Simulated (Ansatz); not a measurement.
A self-consistent single point of CuO (P2, 4 atoms in the cell) with Ansatz (a quantum-chemistry and plane-wave program).

Computed with PBEsol, default PAW files made with PBE (plane waves; Ansatz).

```yaml
crystal:
  lattice:
    - [1.99694, -2.16001, 0.00000]
    - [1.99694, 2.16001, 0.00000]
    - [0.00000, 0.00000, 5.17140]
  atoms:
    - { symbol: Cu, position: [0.00000, 0.50000, 0.00967] }
    - { symbol: Cu, position: [0.50000, 0.00000, 0.50000] }
    - { symbol: O, position: [0.50000, 0.50000, 0.25000] }
    - { symbol: O, position: [0.50000, 0.50000, 0.75000] }
```

Reference input (self-consistent single point, DFT, PBEsol, plane waves, default PAW files made with PBE): basis.ecutwfc = 30.9 Ry; kpoints.mp_grid.grid = 11 11 7; hamiltonian.xc = pbesol; hamiltonian.pseudopotentials = {kind: paw} (the program's default PAW files); scf.occupations.method = fermi_dirac; scf.occupations.width = 0.0073 Ry. This run's input differs from it in these lines:

Ansatz 0.2 input:
```diff
@@ -13,3 +13,3 @@
 kpoints:
-  mp_grid: { grid: [11, 11, 7] }
+  mp_grid: { grid: [18, 18, 12] }
 hamiltonian:
@@ -18,3 +18,3 @@
 scf:
-  occupations: { method: fermi_dirac, width: 0.0073 Ry }
+  occupations: { method: methfessel_paxton, width: 0.0367 Ry }
 output:
```

Output (repeated stretches shortened):

```
SCF iter   1: F=—  HF=-14296.517010 eV  |F-HF|=—  |Δ(HF+E_count)|=         —  Δρ=1.88e-2  dr2=1.11e-1  ethr=1.77e-3  ⟨swp⟩=4.1  Hψ=118915  notcnv=0
all-band conjugate gradients solve this SCF's bands
preconditioner: auto → LDOS
SCF iter   2: F=—  HF=-14296.546608 eV  |F-HF|=—  |Δ(HF+E_count)|=   2.96e-2  S|Δr|=    0.00e0  Δρ=2.81e-2  dr2=1.85e-1  ethr=2.22e-4  ⟨swp⟩=2.1  Hψ=74677  notcnv=0  defer=9  recentre
   [... lines left out ...]
SCF iter   7: F=—  HF=-14296.483521 eV  |F-HF|=—  |Δ(HF+E_count)|=   6.13e-8  S|Δr|=    0.00e0  Δρ=5.58e-5  dr2=9.28e-7  ethr=4.44e-9  ⟨swp⟩=2.1  Hψ=50836  notcnv=0
SCF iter   8: F=—  HF=-14296.483521 eV  |F-HF|=—  |Δ(HF+E_count)|=   5.03e-8  S|Δr|=    0.00e0  Δρ=2.23e-5  dr2=1.53e-7  ethr=1.86e-9  ⟨swp⟩=1.0  Hψ=34552  notcnv=0
SCF iter   9: F=-14296.483521 eV  HF=-14296.483521 eV  |F-HF|=1.69e-8  |Δ(HF+E_count)|=   1.45e-8  S|Δr|=    0.00e0  Δρ=6.97e-6  dr2=1.55e-8  ethr=2.00e-10  ⟨swp⟩=7.5  Hψ=128116  notcnv=0
SCF 1 converged in 9 iterations: F = -14296.483521 eV  dr2 = 1.55e-8
Stability not checked (fill_not_monotonic)
Free energy (F): -14296.483521 eV
Internal energy: -14296.467840 eV  (E = F + TS)
E sigma→0 (E₀):  -14296.479601 eV
Entropy (-TS):   -0.015681 eV (-3.920 meV/atom)
Fermi energy:    10.571385 eV
--- Forces (eV/Å), atoms counted from 1 ---
  atom   1  Cu     0.00000000     0.00000000    -0.69232445
  atom   2  Cu     0.00000000     0.00000000     0.17909337
  atom   3  O      0.00000000     0.00000000     0.28620217
  atom   4  O      0.00000000     0.00000000     0.22704148
--- Stress (GPa, compression-positive) ---
       -5.447435      -0.240433       0.000000
       -0.240433      -7.124135       0.000000
        0.000000       0.000000      -8.985873
  P = ⅓ Tr σ = -7.1858 GPa (-71.858 kbar)
  The stress holds the Pulay correction. Without it, at fixed plane waves, as pw.x and ABINIT print it: P = -7.8512 GPa
```

The run converged in 9 iterations. Against the reference run the free energy goes up by 9.4 meV/atom, the pressure moves little (-7.11 to -7.19 GPa) and the largest force hardly changes (0.693 to 0.692 eV/Å).

The starting cell comes from a database of computed structures (which also holds hypothetical and non-ambient phases and stackings), without a prior relaxation at this level. Its lattice was rescaled by up to half a per cent. One atom was moved a little off its site on purpose. Spin polarisation is off, so a magnetic state, if there is one, cannot be reached. With a pressure of about -7 GPa the cell is away from its equilibrium volume at this level. Ansatz's pressure includes its estimate of the finite-basis (Pulay) stress. Without the estimate this run gives -7.85 GPa. The run gives no clean gap (levels at the Fermi energy touch, overlap or are partly filled at this smearing), which alone does not show that the compound is a metal.

Cost on one core of a shared machine: roughly 2 min.
